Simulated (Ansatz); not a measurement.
Take Rh in the fcc (Cu type) structure (space group Fm-3m, No. 225; relaxed with 0.1 eV smearing) as the base.

```yaml
crystal:
  lattice:
    - [0.00000, 1.91600, 1.91600]
    - [1.91600, 0.00000, 1.91600]
    - [1.91600, 1.91600, 0.00000]
  atoms:
    - { symbol: Rh, position: [0.00000, 0.00000, 0.00000] }
```

Computed with PBE, PAW, 420 eV (Ansatz, a first-principles code; no spin-orbit coupling).

Strains are applied to the cell and any free atomic positions relax.

One change was made to it. Results:

| quantity | base | after |
|---|---|---|
| energy relative to the base (free energy F) | 0 meV/atom | +2.6 meV/atom |
| pressure | 0.0 GPa | 4.0 GPa |

Question: Which change produced these results?
A) isotropic strain −0.50 %
B) isotropic strain −1.50 %
C) isotropic strain −2.00 %

Answer: A, isotropic strain −0.50 %. For comparison, the energy relative to the base in the other runs: isotropic strain −1.50 % gives +24 meV/atom; isotropic strain −2.00 % gives +44 meV/atom.

Stability against distortions was not tested. The final runs are not spin-polarised.
